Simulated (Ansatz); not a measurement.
Density of states of TaRu (P4/mmm) near the Fermi level, PBEsol, rigid bands (Ansatz, a program for electronic structure).

```
E − E_F (eV) | states/eV/cell
    -1.95 | ################# 1.96
    -1.85 | ############## 1.67
    -1.75 | ############## 1.60
    -1.65 | ############# 1.55
    -1.55 | ############# 1.53
    -1.45 | ############ 1.41
    -1.35 | ########## 1.15
    -1.25 | ######## 0.96
    -1.15 | ####### 0.80
    -1.05 | ###### 0.70
    -0.95 | ##### 0.65
    -0.85 | ##### 0.55
    -0.75 | ###### 0.68
    -0.65 | ######## 0.93
    -0.55 | ########## 1.16
    -0.45 | ########### 1.30
    -0.35 | ############ 1.39
    -0.25 | ############# 1.53
    -0.15 | ############## 1.68
    -0.05 | ############### 1.83
     0.05 | ################# 2.06
     0.15 | #################### 2.41
     0.25 | ################### 2.22
     0.35 | ################## 2.14
     0.45 | ################### 2.20
     0.55 | ################## 2.12
     0.65 | #################### 2.34
     0.75 | ###################### 2.66
     0.85 | ####################### 2.68
     0.95 | #################### 2.40
     1.05 | #################### 2.36
     1.15 | #################### 2.37
     1.25 | ################### 2.22
     1.35 | ################# 1.96
     1.45 | ################# 2.02
     1.55 | ######################## 2.79
     1.65 | ############################## 3.55
     1.75 | ######################## 2.83
     1.85 | ################### 2.30
```

With 2 atoms a cell, what bare Sommerfeld coefficient γ = (π²/3) k_B² N(E_F) follows?

N(E_F) ≈ 1.93 states/eV a cell at 300 K, so γ ≈ 2.3 mJ/(mol of atoms·K²), before many-body enhancement (phonons, spin fluctuations, correlation).

How far does the Fermi level move in a rigid band for 0.1 electron a cell added or removed?

50 meV and -53 meV.

A metal at this level (no band gap); rigid bands, thermally averaged at 300 K, both spins. Spin-orbit coupling is left out, which matters with elements this heavy. Geometry: cell and atoms relaxed with PBEsol.

Formula and space group known from diffraction (Crystallography Open Database), not checked to be the room-temperature form: TaRu (P4/mmm).
